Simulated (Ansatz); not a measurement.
Abridged Ansatz (a program for electronic structure) output:

```
Relaxation: its limit of steps is 50 (relax.max_steps)
Pseudopotential: Sn, paw, valence charge 14
Pseudopotential: O, paw, valence charge 6
Crystal: 4 atoms, lattice volume = 64.645 Å³
Basis set: ecut = 420 eV, 1259 PW (Γ), exchange–correlation on 54×54×64 points (8 copies of the dense FFT grid, shifted against one another)
Bands: 24, of which v1, the nominal top of the filled ones, is band 20 counted from 1 (19 counted from 0)
Symmetry: 4 space group operations
k-points: 784 of 2925
Functional: x = pbesol(κ = 0.804, μ = 0.12345679012345678), c = pbesol(β = 0.046)
SCF iter   1: F=—  HF=-13023.047912 eV  |F-HF|=—  |Δ(HF+E_count)|=         —  Δρ=5.37e-2  dr2=2.36e0  ethr=3.10e-3  ⟨swp⟩=5.9  Hψ=87776  notcnv=0
SCF iter   2: F=—  HF=-13022.655490 eV  |F-HF|=—  |Δ(HF+E_count)|=   3.92e-1  Δρ=2.61e-2  dr2=7.45e-1  ethr=3.10e-3  ⟨swp⟩=3.2  Hψ=43804  notcnv=0
SCF 1 converged in 12 iterations: F = -13022.458275 eV  dr2 = 6.99e-11
relax step   1: F+E_penalty+E_count = -13022.45827527 eV  Δ(F+E_penalty+E_count) = +0.000e0 eV  max|allowed force component| = 2.780e-1 eV/Å  Δτ_max = 0.0000 Å  (12 SCF iters, accepted)
Crystal: 4 atoms, lattice volume = 64.645 Å³
SCF iter   1: F=—  HF=-13022.466488 eV  |F-HF|=—  |Δ(HF+E_count)|=         —  Δρ=1.66e-3  dr2=1.41e-3  ethr=3.48e-6  ⟨swp⟩=2.1  Hψ=69107  notcnv=0
SCF iter   2: F=—  HF=-13022.466198 eV  |F-HF|=—  |Δ(HF+E_count)|=   2.90e-4  Δρ=8.33e-4  dr2=3.73e-4  ethr=3.48e-6  ⟨swp⟩=2.1  Hψ=33936  notcnv=0
SCF 2 converged in 9 iterations: F = -13022.466113 eV  dr2 = 1.09e-10
relax step   2: F+E_penalty+E_count = -13022.46611333 eV  Δ(F+E_penalty+E_count) = -7.838e-3 eV  max|allowed force component| = 1.786e-1 eV/Å  Δτ_max = 0.0210 Å  (9 SCF iters, accepted)
Crystal: 4 atoms, lattice volume = 64.645 Å³
SCF iter   1: F=—  HF=-13022.469850 eV  |F-HF|=—  |Δ(HF+E_count)|=         —  Δρ=1.90e-3  dr2=1.21e-3  ethr=5.43e-5  ⟨swp⟩=4.3  Hψ=60382  notcnv=0
SCF iter   2: F=—  HF=-13022.469665 eV  |F-HF|=—  |Δ(HF+E_count)|=   1.85e-4  Δρ=9.87e-4  dr2=3.55e-4  ethr=3.03e-6  ⟨swp⟩=2.2  Hψ=39801  notcnv=0
SCF 3 converged in 9 iterations: F = -13022.469610 eV  dr2 = 1.52e-10
relax step   3: F+E_penalty+E_count = -13022.46961023 eV  Δ(F+E_penalty+E_count) = -3.497e-3 eV  max|allowed force component| = 1.103e-1 eV/Å  Δτ_max = 0.0220 Å  (9 SCF iters, accepted)
Crystal: 4 atoms, lattice volume = 64.645 Å³
[...]
SCF 5 converged in 8 iterations: F = -13022.470499 eV  dr2 = 5.57e-11
relax step   5: F+E_penalty+E_count = -13022.47049927 eV  Δ(F+E_penalty+E_count) = -1.985e-4 eV  max|allowed force component| = 7.344e-4 eV/Å  Δτ_max = 0.0028 Å  (8 SCF iters, accepted)
SCF converged after 8 iterations
Free energy (F): -13022.470499 eV
Internal energy: -13022.459841 eV  (E = F + TS)
E sigma→0 (E₀):  -13022.465170 eV
Entropy (-TS):   -0.010659 eV (-2.665 meV/atom)
Fermi energy:    11.130426 eV
  E_disp       = -0.937366  (pairwise vdW)
--- Forces (eV/Å), atoms counted from 1 ---
  atom   1  Sn     0.00000000    -0.00021517     0.00015469
  atom   2  Sn    -0.00000000     0.00021517    -0.00015469
  atom   3  O      0.00000000    -0.00073437    -0.00014382
  atom   4  O     -0.00000000     0.00073437     0.00014382
--- Stress (GPa, compression-positive) ---
        0.162834       0.000000      -0.000000
        0.000000       0.189588       1.962300
       -0.000000       1.962300       0.251252
  P = ⅓ Tr σ = 0.2012 GPa (2.012 kbar)
--- Relaxed structure (5 steps of the walk, 5 accepted, 0 SCFs on fresh bases) ---
  atoms:
    - { symbol: Sn, position: [0.5, 0.010261667910326979, 0.2536962555797681] }
    - { symbol: Sn, position: [6.390339078328173e-34, 0.48973833208967316, 0.7463037444202321] }
    - { symbol: O, position: [-6.454051674534665e-34, 0.0021332045487313365, -0.00024239873962601493] }
    - { symbol: O, position: [0.5, 0.4978667954512688, 0.00024239873962601452] }
```

Problem. What was computed, and what are the main results?

Solution. SnO, 4 atoms in the cell, with PBEsol-D3(BJ) (Ansatz), without spin-orbit coupling, earlier PAW set. The last SCF converged to F = -13022.470499 eV, or -3255.6176 eV per atom, at a pressure of 0.20 GPa. The total energy compares only with runs of the same code, potentials and settings.

The cells carry an imposed strain or load. No phonon test of stability was made. The final runs are not spin-polarised. The cell was made from SnO in the litharge type structure (space group P4/nmm, No. 129; layered, stacked along the Cartesian z axis) by this change: tensor shear ε_yz = −2.47 %.

Keys are those of Ansatz 0.2.
